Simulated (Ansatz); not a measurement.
An Ansatz (a program for electronic structure) input (plane-wave PAW DFT at the r2SCAN level (Ansatz, 500 eV), no spin-orbit coupling, earlier PAW set):

Ansatz 0.2 input:
```yaml
crystal:
  lattice:
    - [2.5683788947, 1.5624835193, 4.6290445369]
    - [-2.5683788947, 1.5624835193, 4.6290445369]
    - [0, -3.1249670385, 4.6290445369]
  atoms:
    - { symbol: Li, position: [0.7020821133, 0.7020821133, 0.7020821133] }
    - { symbol: Li, position: [0.2020821133, 0.2020821133, 0.2020821133] }
    - { symbol: Nb, position: [0.9840968072, 0.9840968072, 0.9840968072] }
    - { symbol: Nb, position: [0.4840968072, 0.4840968072, 0.4840968072] }
    - { symbol: O, position: [0.6222581446, 0.8765212583, 0.2647516766] }
    - { symbol: O, position: [0.8765212583, 0.2647516766, 0.6222581446] }
    - { symbol: O, position: [0.2647516766, 0.6222581446, 0.8765212583] }
    - { symbol: O, position: [0.7647516766, 0.3765212583, 0.1222581446] }
    - { symbol: O, position: [0.3765212583, 0.1222581446, 0.7647516766] }
    - { symbol: O, position: [0.1222581446, 0.7647516766, 0.3765212583] }
basis: { ecutwfc: 500, ecutrho_ratio: 4, xc_grid: 4, fft_grid_basis: typed }
kpoints: { mp_grid: { grid: [8, 8, 8] } }
hamiltonian:
  xc: r2scan
  dispersion: none
  pseudopotentials: { azcp: { folder: ./paw }, kind: paw }
scf: { occupations: { method: fermi_dirac, width: 0.05 }, convergence: { dr2_threshold: 0.000000001 } }
relax: { f_tol: 0.005, max_steps: 50 }
output: { forces: true, stress: true }
checkpoint: { write: state.ck, write_every: 1000 }
```

Q: Which symmetry and how many k-points will the program report, and about how many plane waves at Γ?

A: Space group Cc (ITA 9) with 2 operations, k-points 150 of 512, and 2817 plane waves at Γ.

Q: And the final pressure?

A: -4.71 GPa (compression positive).

The cells carry an imposed strain or load. Stability against distortions was not tested. The cell was made from LiNbO3 (space group R3c, No. 161) by this change: uniaxial strain ε_yy = +5.37 %.
